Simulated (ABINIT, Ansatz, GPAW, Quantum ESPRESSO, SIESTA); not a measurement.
**Code comparison for YMg3 (P-6m2, 4 atoms in the cell)**

Self-consistent single point.

```yaml
crystal:
  lattice:
    - [3.30799, 0.00000, 0.00000]
    - [-1.65400, 2.86480, 0.00000]
    - [0.00000, 0.00000, 10.93229]
  atoms:
    - { symbol: Y, position: [0.66667, 0.33333, 0.50000] }
    - { symbol: Mg, position: [0.66667, 0.33333, 0.00000] }
    - { symbol: Mg, position: [0.33333, 0.66667, 0.24212] }
    - { symbol: Mg, position: [0.33333, 0.66667, 0.75788] }
```

Shared settings, as Ansatz (a quantum-chemistry and plane-wave program) writes them: kpoints.mp_grid.grid = 3 3 1; scf.occupations.method = gaussian; scf.occupations.width = 0.0073 Ry. Potentials and cutoffs stand in the table.

```
code                                                                                                                                 model  pressure (GPa)  largest force (eV/Å)       cutoff
----------------  ------------------------------------------------------------------------------------------------------------------------  --------------  --------------------  -----------
SIESTA            LDA PW92, numerical atomic orbitals TZP, PseudoDojo LDA standard norm-conserving potentials (rewritten from UPF to PSML)           -2.06                 0.112  grid 400 Ry
ABINIT                                                     LDA (PW92), norm-conserving pseudopotentials (PseudoDojo nc-sr-04 LDA standard)           -3.27                 0.012        42 Ha
Quantum ESPRESSO                                                                       LDA (PZ), GBRV 1.5 ultrasoft (LDA) pseudopotentials           -3.35                 0.012        40 Ry
Ansatz                                                                                                 LDA (PW92), PAW files made with PBE           -3.32                 0.010      30.9 Ry
GPAW                                                                         LDA (Perdew-Wang 92), GPAW PAW datasets LDA (gpaw-data 1.0.1)           -3.32                 0.013       800 eV
```

The spread over the programs that give each value: pressure within 1.29 GPa; largest force within 0.102 eV/Å.

SIESTA uses small atom-centred bases, whose incompleteness enters pressures, forces and empty levels differently from a plane-wave cutoff. Ansatz's pressure is given at a fixed set of plane waves, as the other plane-wave codes print theirs. The same LDA comes in different parametrisations, which differ slightly. In the pressure, SIESTA (by 1.26) lies more than 1 GPa from the median of the plane-wave programs. In the force vectors, SIESTA (by 0.100) lies more than 0.08 eV/Å from the median of the plane-wave programs.

On the base mesh (12 12 4) the same programs gave: Ansatz pressure -2.60 GPa; Quantum ESPRESSO pressure -2.64 GPa; ABINIT pressure -2.56 GPa; GPAW pressure -2.61 GPa; SIESTA pressure -1.72 GPa.

The values differ from the base mesh's, so the mesh still matters here: the table compares the programs at equal settings.

The starting cell comes from a database of computed structures (which also holds hypothetical and non-ambient phases and stackings), without a prior relaxation at this level.

Left out of this page: CP2K (on another mesh); FLEUR (not drawn, or without a comparable value).

Keys are those of Ansatz 0.2.
